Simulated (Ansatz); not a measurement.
Where the default PAW files enter, the runs use the earlier of Ansatz's two default sets.

Given:

```yaml
crystal:
  lattice:
    - [3.20471, 0.00000, 0.00000]
    - [0.00000, 3.20471, 0.00000]
    - [1.60235, 1.60235, 2.26607]
  atoms:
    - { symbol: B, position: [0.00000, 0.00000, 0.00000] }
    - { symbol: P, position: [0.75000, 0.25000, 0.50000] }
```

Space group of this cell: F-43m, zinc blende. The cell is taken as given.

The current runs along the normal of the first two printed vectors, the (001) plane. All runs by Ansatz (an electronic-structure program), plane waves and PAW, without spin-orbit coupling; the base is r2SCAN.

```tsv
run	mean pressure (GPa)	gap (eV)	mid-gap κ (1/Å)
base	0.5	1.41	0.182
all lengths scaled by 0.98	12.1	1.32	0.177
all lengths scaled by 1.02	-8.6	…	…
lda in place of r2scan	-4.6	1.18	0.177
lengths across the current scaled by 0.98, ions clamped	7.9	1.19	0.168
lengths across the current scaled by 1.02, ions clamped	-5.8	1.16	0.195
lengths along the current scaled by 0.97, ions clamped	6.0	…	…
lengths along the current scaled by 1.03, ions clamped	-4.3	1.22	0.170
pbesol in place of r2scan	-1.3	…	0.168
```

**Question.** Some entries are withheld; supply them.

**Answer.** 
- all lengths scaled by 1.02, gap (eV): 1.50
- all lengths scaled by 1.02, mid-gap κ (1/Å): 0.190
- lengths along the current scaled by 0.97, ions clamped, gap (eV): 0.88
- lengths along the current scaled by 0.97, ions clamped, mid-gap κ (1/Å): 0.192
- pbesol in place of r2scan, gap (eV): 1.13
